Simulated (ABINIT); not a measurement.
Input and output of a self-consistent single point for KF (Fm-3m, 2 atoms in the cell) (ABINIT).

Method of the run: LDA (PW92), PAW (JTH v2.0 LDA PAW) (plane waves; ABINIT).

```xyz
2
Lattice="0.0000 2.6544 2.6544 2.6544 0.0000 2.6544 2.6544 2.6544 0.0000" Properties=species:S:1:pos:R:3 pbc="T T T"
K      0.0000     0.0000     0.0000
F      2.6544     2.6544     2.6544
```

Reference input (self-consistent single point, DFT, PBE, plane waves, PAW (JTH v2.0 PBE PAW)): pseudos = [K.GGA_PBE-JTH.xml, F.GGA_PBE-JTH.xml]; ecut = 48 Ry; pawecutdg = 96 Ry; pawxcdev = 0; ixc = 11; occopt = 3; tsmear = 0.00073499 Ha; ngkpt = 9 9 9; nshiftk = 1; shiftk = 0 0 0; potentials = JTH v2.0 PBE PAW; nband = 13. This run's input differs from it in these lines:

```diff
@@ -1,4 +1,4 @@
-# KF, JTH v2.0 PBE PAW
+# KF, JTH v2.0 LDA PAW
 pp_dirpath "./"
-pseudos "K.GGA_PBE-JTH.xml, F.GGA_PBE-JTH.xml"
+pseudos "K.LDA_PW-JTH.xml, F.LDA_PW-JTH.xml"
 acell 3.7539096932 3.7539096932 3.7539096932 Angstrom
@@ -18,3 +18,3 @@
 pawxcdev 0
-ixc 11
+ixc 7
 occopt 3
```

Its files differ too (potentials: JTH v2.0 PBE PAW → JTH v2.0 LDA PAW).

Output, abridged:

```
--- !BeginCycle
solver: {iscf: 17, nstep: 80, nline: 4, wfoptalg: 10, }
tolerances: {toldfe: 1.00E-09, }
...

     iter   Etot(hartree)      deltaE(h)  residm     nres2
 ETOT  1  -52.971930558698    -5.297E+01 2.646E-01 2.616E+01
 ETOT  2  -53.059093049694    -8.716E-02 9.975E-03 2.139E+01
 ETOT  3  -53.044190879062     1.490E-02 4.199E-03 2.216E+00
 ETOT  4  -53.043112134320     1.079E-03 8.238E-03 8.246E-01
 ETOT  5  -53.042566126071     5.460E-04 2.711E-03 3.242E-02
   [... 2 lines left out ...]
 ETOT  8  -53.042568824229     1.841E-07 3.234E-04 8.036E-06
 ETOT  9  -53.042568833076    -8.847E-09 7.255E-05 2.987E-07
 ETOT 10  -53.042568833791    -7.148E-10 3.041E-04 4.269E-08
 ETOT 11  -53.042568833737     5.433E-11 1.007E-04 1.948E-09
 At SCF step   11, etot is converged :
  for the second time, diff in etot=  5.433E-11 < toldfe=  1.000E-09

 Cartesian components of stress tensor (hartree/bohr^3)
  sigma(1 1)=  1.00111826E-04  sigma(3 2)=  0.00000000E+00
  sigma(2 2)=  1.00111826E-04  sigma(3 1)=  0.00000000E+00
  sigma(3 3)=  1.00111826E-04  sigma(2 1)=  0.00000000E+00

 ----iterations are completed or convergence reached----

 reduced coordinates (array xred) for    2 atoms
       0.000000000000      0.000000000000      0.000000000000
       0.500000000000      0.500000000000      0.500000000000
 cartesian forces (eV/Angstrom) at end:
    1     -0.00000000000000    -0.00000000000000    -0.00000000000000
    2     -0.00000000000000    -0.00000000000000    -0.00000000000000
 frms,max,avg= 0.0000000E+00 0.0000000E+00   0.000E+00  0.000E+00  0.000E+00 e/A
   [... lines left out ...]
 Fermi (or HOMO) energy (hartree) =   0.13974   Average Vxc (hartree)=  -0.33541
 Fermi (or HOMO) energy (eV) =   3.80247   Average Vxc (eV)=  -9.12708
   [... lines left out ...]
'-kT*entropy'       :  5.01759553343240E-16
total_energy        : -5.30425566492024E+01
total_energy_eV     : -1.44336136989724E+03
...

-Cartesian components of stress tensor (GPa)         [Pressure= -2.9454E+00 GPa]
- sigma(1 1)=  2.94539112E+00  sigma(3 2)=  0.00000000E+00
- sigma(2 2)=  2.94539112E+00  sigma(3 1)=  0.00000000E+00
- sigma(3 3)=  2.94539112E+00  sigma(2 1)=  0.00000000E+00

 Calculation completed.
```

The run converged in 11 iterations. Against the reference run the pressure goes from 2.11 to -2.95 GPa and the gap on the mesh goes from 6.276 to 5.894 eV.

The starting cell comes from a database of computed structures (which also holds hypothetical and non-ambient phases and stackings), without a prior relaxation at this level.
